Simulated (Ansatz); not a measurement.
## Ansatz run on Lu2AlCo3 (R-3m, 6 atoms in the cell): self-consistent single point

Level of theory: LDA (PW92), default PAW files made with PBE (plane waves; Ansatz, an electronic-structure program).

Input as run:

Ansatz 0.2 input:
```yaml
# Lu2AlCo3
crystal:
  lattice:
    - [2.59108400, 1.49596400, 3.78805800]
    - [-2.59108400, 1.49596400, 3.78805800]
    - [0.00000000, -2.99192600, 3.78805800]
  atoms:
    - { symbol: Lu, position: [0.37115300, 0.37115300, 0.37115300] }
    - { symbol: Lu, position: [0.62884700, 0.62884700, 0.62884700] }
    - { symbol: Al, position: [0.00000000, 0.00000000, 0.00000000] }
    - { symbol: Co, position: [0.50000000, 0.00000000, 0.00000000] }
    - { symbol: Co, position: [0.00000000, 0.50000000, 0.00000000] }
    - { symbol: Co, position: [0.00000000, 0.00000000, 0.50000000] }
basis:
  ecutwfc: 420.0 eV
kpoints:
  mp_grid: { grid: [8, 8, 8] }
hamiltonian:
  xc: lda
  pseudopotentials: { kind: paw }
scf:
  occupations: { method: fermi_dirac, width: 0.1 eV }
output:
  forces: true
  eigenvalues: true
  stress: true
```

Log, with long lists cut:

```
WARN ansatz: RAYON_NUM_THREADS=1 ignored (pool sized by the plan → 1); use --threads N
Pseudopotentials: kind: paw
Pseudopotential: Lu, paw, valence charge 25
Pseudopotential: Al, paw, valence charge 3
Pseudopotential: Co, paw, valence charge 17
Crystal: 6 atoms, lattice volume = 88.099 Å³
Basis set: ecut = 420 eV, 1723 PW (Γ)
Bands: 63, of which v1, the nominal top of the filled ones, is band 52 counted from 1 (51 counted from 0)
Symmetry: 12 space group operations
Space group: R-3m (ITA 166), of the structure as read, at distance tolerance 4.4e-5 Å
k-points: 65 of 512
PAW frozen core: Lu, regenerated for the run's functional, and the local potential with it
PAW frozen core: Al, regenerated for the run's functional, and the local potential with it
PAW frozen core: Co, regenerated for the run's functional, and the local potential with it
Initial density: superposition of atomic densities (neutral atoms: chi_scale 0, normalization atom), corrected by the library's trained network
Initial wavefunctions: pseudopotential atomic-orbital guess
Eigensolver: davidson
Functional: x = slater, c = lda
SCF iter   1: F=—  HF=-44689.827557 eV  |F-HF|=—  |Δ(HF+E_count)|=         —  Δρ=2.23e-2  dr2=2.70e-1  ethr=1.77e-3  ⟨swp⟩=7.0  Hψ=18383  notcnv=0  defer=3
all-band conjugate gradients solve this SCF's bands
preconditioner: auto → Kerker (q_TF=auto, 2.805 Å⁻¹)
SCF iter   2: F=—  HF=-44689.805748 eV  |F-HF|=—  |Δ(HF+E_count)|=   2.18e-2  Δρ=8.34e-3  dr2=3.74e-2  ethr=2.59e-4  ⟨swp⟩=2.1  Hψ=8723  notcnv=0  defer=40
SCF iter   3: F=—  HF=-44689.805137 eV  |F-HF|=—  |Δ(HF+E_count)|=   6.12e-4  Δρ=1.75e-3  dr2=3.08e-3  ethr=3.59e-5  ⟨swp⟩=2.2  Hψ=6545  notcnv=0  defer=40
SCF iter   4: F=—  HF=-44689.803401 eV  |F-HF|=—  |Δ(HF+E_count)|=   1.74e-3  Δρ=1.03e-3  dr2=7.69e-4  ethr=2.96e-6  ⟨swp⟩=3.0  Hψ=8370  notcnv=0  defer=40
SCF iter   5: F=—  HF=-44689.803157 eV  |F-HF|=—  |Δ(HF+E_count)|=   2.44e-4  Δρ=6.75e-4  dr2=3.08e-4  ethr=7.39e-7  ⟨swp⟩=2.1  Hψ=7530  notcnv=0  defer=40
SCF iter   6: F=—  HF=-44689.803128 eV  |F-HF|=—  |Δ(HF+E_count)|=   2.87e-5  Δρ=2.46e-4  dr2=4.11e-5  ethr=2.97e-7  ⟨swp⟩=2.0  Hψ=7212  notcnv=0  defer=40
SCF iter   7: F=—  HF=-44689.803120 eV  |F-HF|=—  |Δ(HF+E_count)|=   8.05e-6  Δρ=9.64e-5  dr2=3.83e-6  ethr=3.95e-8  ⟨swp⟩=2.4  Hψ=7433  notcnv=0  defer=40
SCF iter   8: F=—  HF=-44689.803119 eV  |F-HF|=—  |Δ(HF+E_count)|=   1.35e-6  Δρ=1.68e-5  dr2=1.65e-7  ethr=3.68e-9  ⟨swp⟩=2.2  Hψ=7502  notcnv=0  defer=40
SCF iter   9: F=-44689.803119 eV  HF=-44689.803119 eV  |F-HF|=3.46e-8  |Δ(HF+E_count)|=   7.60e-8  Δρ=8.03e-6  dr2=2.44e-8  ethr=9.62e-11  ⟨swp⟩=12.1  Hψ=26054  notcnv=0
SCF 1 converged in 9 iterations: F = -44689.803119 eV  dr2 = 2.44e-8
SCF converged after 9 iterations
Free energy (F): -44689.803119 eV
Harris-Foulkes:  -44689.803119 eV  (|F-HF|=3.46e-8)
Internal energy: -44689.615088 eV  (E = F + TS)
E sigma→0 (E₀):  -44689.709103 eV
Entropy (-TS):   -0.188031 eV (-31.339 meV/atom)
Fermi energy:    17.028404 eV
--- Per-component energies (eV) ---
  E_band       = -550.692700
  E_kinetic    = 2247.005101
  E_local      = -21999.717507  (includes V_loc(G=0)·N_el)
  E_nonlocal   = 2565.232796
  E_hartree    = 9299.667568
  E_xc         = -951.864988
  E_vxc        = -1167.840973  (∫ρ·V_xc dr)
  E_paw        = -19078.998264  (= ΣΔE_a)
  E_vpaw       = -794.720439  (= ΣTr[D̂ρ^β])
  E_aug_tail   = 0.000146  (compensation charges beyond the density's cutoff)
  E_ewald      = -16776.887678
  E_core_change = 5.947738  (= ΣΔE_core)
  E_smearing   = -0.188031  (= −TS)
  E_closure    = -0.000000  (closes the sum)
  Σ components = -44689.803119   (vs F -44689.803119, Δ=0.00e0)
--- Forces (eV/Å), atoms counted from 1 ---
  atom   1  Lu     0.00000000     0.00000001     0.09687684
  atom   2  Lu    -0.00000000    -0.00000001    -0.09687684
  atom   3  Al     0.00000000     0.00000000     0.00000000
  atom   4  Co     0.00000000     0.00000000     0.00000000
  atom   5  Co    -0.00000000     0.00000000    -0.00000000
  atom   6  Co     0.00000000     0.00000000     0.00000000
  max |Σ_I F_I| component: 8.42e-30 eV/Å
--- Stress (GPa, compression-positive) ---
       -5.739001       0.000000       0.000000
        0.000000      -5.739001       0.000000
        0.000000       0.000000      -3.786089
  P = ⅓ Tr σ = -5.0880 GPa (-50.880 kbar)
  The stress holds the Pulay correction. Without it, at fixed plane waves, as pw.x and ABINIT print it: P = -5.2333 GPa
--- Band table (eV; the first three rows and the last of 65) ---
  k-point 0: bands = ["-76.5642", "-76.5471", "-76.5471", "-40.4196", "-40.3146", "-40.3146", "-40.2357", "-40.2357", "-40.2269", "-40.1910", "-40.1890", "-40.1890", "-38.3793", "-38.2774", "-9.4118", "-9.2891", "-9.2891", "-8.9316", "-8.9316", [...]
  k-point 1: bands = ["-76.5636", "-76.5477", "-76.5471", "-40.4152", "-40.3162", "-40.3127", "-40.2369", "-40.2352", "-40.2262", "-40.1932", "-40.1915", "-40.1893", "-38.3766", "-38.2799", "-9.4164", "-9.2958", "-9.2902", "-8.9331", "-8.9243", [...]
  k-point 2: bands = ["-76.5620", "-76.5493", "-76.5472", "-40.4034", "-40.3213", "-40.3078", "-40.2401", "-40.2336", "-40.2240", "-40.1996", "-40.1979", "-40.1894", "-38.3696", "-38.2864", "-9.4272", "-9.3110", "-9.2944", "-8.9359", "-8.9079", [...]
  k-point 64: bands = ["-76.5642", "-76.5472", "-76.5472", "-40.4198", "-40.3146", "-40.3146", "-40.2359", "-40.2359", "-40.2300", "-40.1910", "-40.1888", "-40.1888", "-38.3345", "-38.3194", "-9.4614", "-9.3581", "-9.3581", "-8.8607", "-8.8607", [...]
```

The run converged in 9 iterations.

The starting cell comes from a database of computed structures (which also holds hypothetical and non-ambient phases and stackings), without a prior relaxation at this level. Its lattice was rescaled by up to half a per cent. Spin-orbit coupling is off. Spin polarisation is off. With a pressure of about -5 GPa the cell is away from its equilibrium volume at this level. Ansatz's pressure includes its estimate of the finite-basis (Pulay) stress.

Cost on one core of a shared machine: roughly 30 s.
